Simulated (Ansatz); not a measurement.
# Short convergence ladders for LuCd (P4mm, 2 atoms in the cell)

```yaml
crystal:
  lattice:
    - [3.62278, 0.00000, 0.00000]
    - [0.00000, 3.62278, 0.00000]
    - [0.00000, 0.00000, 3.62278]
  atoms:
    - { symbol: Lu, position: [0.50000, 0.50000, 0.51380] }
    - { symbol: Cd, position: [0.00000, 0.00000, 0.00000] }
```

Base method: PBEsol, default PAW files made with PBE (plane waves; Ansatz, a quantum-chemistry and plane-wave program).

Base settings: basis.ecutwfc = 420 eV; kpoints.mp_grid.grid = 9 9 9; hamiltonian.xc = pbesol; hamiltonian.pseudopotentials = {kind: paw} (the program's default PAW files); scf.occupations.method = fermi_dirac; scf.occupations.width = 0.1 eV.

The count of work is k-points × plane waves × bands × iterations; it is no time. 

**The cutoff for other potential files**

Level: DFT, PBEsol, plane waves, harder PAW files (source: ansatz) made with PBE.

In this ladder: hamiltonian.pseudopotentials = {kind: paw, source: ansatz}.

The second cell is the first with its lattice scaled by 0.98.

The mesh stays at the base's, so the ladder's end is converged at best in this setting alone.

The first pressure column holds Ansatz's estimate of the finite-basis (Pulay) stress, which hides part of the cutoff error; the other is without it.

Only quantities that move along the ladder and can be compared are tabulated.

```tsv
basis.ecutwfc	free energy less the last step's (meV/atom)	energy of the compressed cell less the first (meV/atom)	pressure (GPa)	pressure without the Pulay estimate (GPa)	largest difference of a force vector from the last step's (eV/Å)	count of work / last
305 eV	33710.80	-196.25	-6.00	-1526.71	0.256	0.11
375 eV	3616.87	40.75	-0.39	-192.52	0.044	0.14
475 eV	134.92	12.27	-0.79	-11.09	0.001	0.21
580 eV	2.03	12.04	-0.79	-0.97	0.000	0.28
680 eV	0.94	12.03	-0.79	-0.81	0.000	0.36
815 eV	0.47	12.03	-0.79	-0.80	0.000	0.46
1020 eV	0.23	12.03	-0.79	-0.80	0.000	0.66
1360 eV	0.00	12.04	-0.79	-0.80	0.000	1.0
```

Coarsest basis.ecutwfc that holds the pressure without the Pulay estimate within 0.1 GPa of the last step, with all finer ones: 680 eV, at 0.36 of the last step's count of work; the step before is off by 0.17 GPa.

Coarsest basis.ecutwfc that holds the forces within 0.01 eV/Å of the last step, with all finer ones: 475 eV, at 0.21 of the last step's count of work; the step before is off by 0.044 eV/Å.

Coarsest basis.ecutwfc that holds the energy of the compressed cell less the first within 1 meV/atom of the last step, with all finer ones: 475 eV, at 0.21 of the last step's count of work; the step before is off by 29 meV/atom.

The energy difference between the two cells stays within 1 meV/atom of the last step's from 475 eV on, the total only from 680 eV on: much of the error is common to both cells and cancels.

At the lowest cutoff the pressure without the Pulay estimate lies 1530 GPa under the last step's, the usual sign of Pulay stress in an incomplete plane-wave basis.

**The relaxed cell against the cutoff**

On LuCd (Pm-3m, 2 atoms in the cell): atoms on their sites.

In this ladder: relax = cell and atoms.

The mesh stays at the base's, so the ladder's end is converged at best in this setting alone.

Only quantities that move along the ladder and can be compared are tabulated.

```csv
basis.ecutwfc,relaxed volume (Å³/atom),relaxation steps
250 eV,23.371,55
295 eV,23.564,9
355 eV,23.478,6
420 eV,23.480,4
505 eV,23.478,4
630 eV,23.477,4
840 eV,23.477,4
```

Coarsest basis.ecutwfc that holds the relaxed volume within 0.023 Å³/atom of the last step, with all finer ones: 355 eV; the step before is off by 0.087 Å³/atom.

At the lowest cutoff the cell relaxes to a volume 0.5 % smaller than at the highest. Ansatz relaxes on a stress corrected for the finite basis.

On the base run: the starting cell comes from a database of computed structures (which also holds hypothetical and non-ambient phases and stackings), without a prior relaxation at this level. Its lattice was rescaled by up to half a per cent. One atom was moved a little off its site on purpose.

Left out of this page: 1 run of the series failed or unconverged.

Keys are those of Ansatz 0.2.
